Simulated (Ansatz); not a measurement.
Results of r²SCAN (Ansatz, an electronic-structure program, PAW) for HfO2 (P4₂/nmc, No. 137; high-temperature phase).

Numerical settings: plane-wave cutoff 500 eV, 12×12×8 k mesh (along the axes of the cell as run), Fermi–Dirac smearing 0.05 eV, scalar-relativistic PAW data made under PBE.

Cell (relaxed at this level):

```cif
data_Hf2O4
_chemical_formula_sum 'Hf2 O4'
_space_group_name_H-M_alt 'P42/nmc :1'
_space_group_IT_number 137
_space_group_name_Hall 'P 4n 2n -1n'
_cell_length_a 3.57683
_cell_length_b 3.57683
_cell_length_c 5.20272
_cell_angle_alpha 90.000
_cell_angle_beta 90.000
_cell_angle_gamma 90.000
loop_
_space_group_symop_operation_xyz
  'x, y, z'
  '-y+1/2, x+1/2, z+1/2'
  '-x, -y, z'
  'y+1/2, -x+1/2, z+1/2'
  'x+1/2, -y+1/2, -z+1/2'
  '-y, -x, -z'
  '-x+1/2, y+1/2, -z+1/2'
  'y, x, -z'
  '-x+1/2, -y+1/2, -z+1/2'
  'y, -x, -z'
  'x+1/2, y+1/2, -z+1/2'
  '-y, x, -z'
  '-x, y, z'
  'y+1/2, x+1/2, z+1/2'
  'x, -y, z'
  '-y+1/2, -x+1/2, z+1/2'
loop_
_atom_site_label
_atom_site_type_symbol
_atom_site_symmetry_multiplicity
_atom_site_Wyckoff_symbol
_atom_site_fract_x
_atom_site_fract_y
_atom_site_fract_z
_atom_site_occupancy
Hf1 Hf 2 a 0.00000 0.00000 0.00000 1
O1 O 4 d 0.00000 0.50000 0.19615 1
```

Task: Predict the band gap.

Result: 
- band gap = 5.27 eV (on the SCF k mesh)

Note: the relaxation could not lower the start's symmetry, so the cell can be a saddle point above a distorted one.

Spin–orbit coupling is not included.

Computed values are for the static lattice.

Cost on a shared machine: very roughly 5 core-minutes.
